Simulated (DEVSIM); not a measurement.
Device: Pd/SiO2/p-Si capacitor, at 500 K.

| layer (left to right) | material | thickness (nm) | Na (cm⁻³) |
|---|---|---|---|
| 1 | SiO2 | 37.0 | - |
| 2 | Si | 8600 | 4.5e15 |

Metal gate on the left, work function 5.2 eV. Fixed charge at the semiconductor interface 0 cm⁻² (in units of +e); no interface traps.

The device is made up for the run: typed textbook-type constants, with dimensions and the other settings drawn at random. Values at 300 K; Nc and Nv go as T^1.5, mobilities as T to minus their exponent, the gap by Varshni's rule with the affinity fixed.

```
parameter         SiO2        Si
----------------  ----  --------
gap (eV)             9     1.124
affinity (eV)      0.9      4.05
permittivity       3.9      11.7
Nc (cm⁻³)            -   2.86e19
Nv (cm⁻³)            -    3.1e19
Varshni α (eV/K)     -  0.000473
Varshni β (K)        -       636
```

Model (solved in DEVSIM): 1D Poisson equation in equilibrium, Boltzmann statistics, complete ionisation; no quantum confinement or tunnelling. Metal contacts follow the ideal Schottky-Mott rule: no Fermi-level pinning, no interface dipoles.

Question: Tabulate band edges, carrier densities and field at -1.1 V on the gate.

Answer: Energies count from the Fermi level of the right contact; mesh points crowd at the junctions.

```json
[
 {"x (μm)": "0.000", "Ec (eV)": "5.400", "Ev (eV)": "-3.600", "n (cm⁻³)": "< 1e2", "p (cm⁻³)": "< 1e2", "field (V/cm)": "-370000"},
 {"x (μm)": "0.001873", "Ec (eV)": "5.331", "Ev (eV)": "-3.669", "n (cm⁻³)": "< 1e2", "p (cm⁻³)": "< 1e2", "field (V/cm)": "-370000"},
 {"x (μm)": "0.006576", "Ec (eV)": "5.158", "Ev (eV)": "-3.842", "n (cm⁻³)": "< 1e2", "p (cm⁻³)": "< 1e2", "field (V/cm)": "-370000"},
 {"x (μm)": "0.01777", "Ec (eV)": "4.747", "Ev (eV)": "-4.253", "n (cm⁻³)": "< 1e2", "p (cm⁻³)": "< 1e2", "field (V/cm)": "-370000"},
 {"x (μm)": "0.03214", "Ec (eV)": "4.219", "Ev (eV)": "-4.781", "n (cm⁻³)": "< 1e2", "p (cm⁻³)": "< 1e2", "field (V/cm)": "-370000"},
 {"x (μm)": "0.03581", "Ec (eV)": "4.084", "Ev (eV)": "-4.916", "n (cm⁻³)": "< 1e2", "p (cm⁻³)": "< 1e2", "field (V/cm)": "-370000"},
 {"x (μm)": "0.03726", "Ec (eV)": "0.887", "Ev (eV)": "-0.178", "n (cm⁻³)": "7.0e10", "p (cm⁻³)": "1.1e18", "field (V/cm)": "-120000"},
 {"x (μm)": "0.04117", "Ec (eV)": "0.851", "Ev (eV)": "-0.215", "n (cm⁻³)": "1.6e11", "p (cm⁻³)": "4.6e17", "field (V/cm)": "-76000"},
 {"x (μm)": "0.04961", "Ec (eV)": "0.804", "Ev (eV)": "-0.262", "n (cm⁻³)": "4.9e11", "p (cm⁻³)": "1.5e17", "field (V/cm)": "-42000"},
 {"x (μm)": "0.07265", "Ec (eV)": "0.742", "Ev (eV)": "-0.323", "n (cm⁻³)": "2.0e12", "p (cm⁻³)": "3.7e16", "field (V/cm)": "-17000"},
 {"x (μm)": "0.1342", "Ec (eV)": "0.685", "Ev (eV)": "-0.380", "n (cm⁻³)": "7.7e12", "p (cm⁻³)": "9.7e15", "field (V/cm)": "-4800"},
 {"x (μm)": "0.3924", "Ec (eV)": "0.653", "Ev (eV)": "-0.413", "n (cm⁻³)": "1.6e13", "p (cm⁻³)": "4.6e15", "field (V/cm)": "-140"},
 {"x (μm)": "0.9886", "Ec (eV)": "0.652", "Ev (eV)": "-0.414", "n (cm⁻³)": "1.7e13", "p (cm⁻³)": "4.5e15", "field (V/cm)": "≈ 0"},
 {"x (μm)": "2.582", "Ec (eV)": "0.652", "Ev (eV)": "-0.414", "n (cm⁻³)": "1.7e13", "p (cm⁻³)": "4.5e15", "field (V/cm)": "≈ 0"},
 {"x (μm)": "6.598", "Ec (eV)": "0.652", "Ev (eV)": "-0.414", "n (cm⁻³)": "1.7e13", "p (cm⁻³)": "4.5e15", "field (V/cm)": "≈ 0"},
 {"x (μm)": "7.875", "Ec (eV)": "0.652", "Ev (eV)": "-0.414", "n (cm⁻³)": "1.7e13", "p (cm⁻³)": "4.5e15", "field (V/cm)": "≈ 0"},
 {"x (μm)": "8.352", "Ec (eV)": "0.652", "Ev (eV)": "-0.414", "n (cm⁻³)": "1.7e13", "p (cm⁻³)": "4.5e15", "field (V/cm)": "≈ 0"},
 {"x (μm)": "8.531", "Ec (eV)": "0.652", "Ev (eV)": "-0.414", "n (cm⁻³)": "1.7e13", "p (cm⁻³)": "4.5e15", "field (V/cm)": "≈ 0"},
 {"x (μm)": "8.609", "Ec (eV)": "0.652", "Ev (eV)": "-0.414", "n (cm⁻³)": "1.7e13", "p (cm⁻³)": "4.5e15", "field (V/cm)": "≈ 0"},
 {"x (μm)": "8.627", "Ec (eV)": "0.652", "Ev (eV)": "-0.414", "n (cm⁻³)": "1.7e13", "p (cm⁻³)": "4.5e15", "field (V/cm)": "≈ 0"},
 {"x (μm)": "8.634", "Ec (eV)": "0.652", "Ev (eV)": "-0.414", "n (cm⁻³)": "1.7e13", "p (cm⁻³)": "4.5e15", "field (V/cm)": "≈ 0"},
 {"x (μm)": "8.637", "Ec (eV)": "0.652", "Ev (eV)": "-0.414", "n (cm⁻³)": "1.7e13", "p (cm⁻³)": "4.5e15", "field (V/cm)": "≈ 0"}
]
```
